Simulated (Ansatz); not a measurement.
The reference is TiAl (space group P4/mmm, No. 123; relaxed with 0.1 eV smearing).

```
TiAl
1.0
    2.81271     0.00000     0.00000
    0.00000     2.81271     0.00000
    0.00000     0.00000     4.06160
Ti Al
1 1
Direct
  0.00000   0.00000   0.00000
  0.50000   0.50000   0.50000
```

Cartesian axes are those of the cell as printed.

All numbers come from plane-wave PAW DFT at the r2SCAN level (Ansatz, a first-principles code, 500 eV), no SOC.

Now apply this change: uniaxial strain ε_zz = +1.50 %, all other strain components held at zero, atoms relaxed at fixed cell.

**Question.** Predict the stress tensor and what it implies for the stiffness.

**Answer.** Stress of the strained cell less that of the base (GPa, compression positive):
```
   -1.2     0.0     0.0
    0.0    -1.2     0.0
    0.0     0.0    -2.7
```

Then −Δσ_ii/ε with ε = 0.0150 gives secant stiffness values (nonlinear terms included at this strain): C33 ≈ 182 GPa, C13 ≈ 83 GPa and C23 ≈ 83 GPa.

Whether these cells are dynamically stable was not tested. All final runs are without spin polarisation.
